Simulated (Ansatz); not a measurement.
GaN (P6_3mc), Ansatz (a quantum-chemistry and plane-wave program) with PBE with spin-orbit coupling, rigid bands: Condition of this run: biaxial stress in the c plane of -12 GPa (compression positive) (the target of the relaxation). band gap 1.53 eV, N_c = 1.56e18 cm⁻³ and N_v = 2.46e19 cm⁻³ at 300 K, conductivity masses along y (a = (3.28, 0.00, 0.00) Å; b = (-1.64, 2.84, 0.00) Å; c = (0.00, 0.00, 5.11) Å) of 0.163 mₑ (electrons) and 1.83 mₑ (holes). Take k_BT = 0.02585 eV.

### Question
Find the intrinsic carrier density and the intrinsic Fermi level.

### Answer
n_i = √(N_c N_v) exp(−E_g/2k_BT) = 6.19e18 × exp(−29.59) = 8.7e5 cm⁻³. The level lies (k_BT/2) ln(N_v/N_c) = 36 meV from mid-gap (positive towards the conduction band). Each 0.1 eV added to the gap lowers n_i by a factor of 6.9.

### Question
What thermal injection velocity √(2k_BT/πm) limits a ballistic channel along the direction named?

### Answer
1.33e7 cm/s for electrons and 3.98e6 cm/s for holes, a ratio of √(m_h/m_e) = 3.35, for dilute carriers.

### Question
What built-in voltage has an abrupt junction with N_A = 1e16 and N_D = 1e17 cm⁻³, all dopants ionised?

### Answer
V_bi = E_g/e − (k_BT/e) ln(N_c N_v/(N_A N_D)) = 1.53 − 0.02585 × 10.56 = 1.26 V. It follows the computed gap one for one.

Rigid, parabolic bands with the computed gap; masses take one relaxation time for all states. Geometry: cell and atoms relaxed with PBEsol.
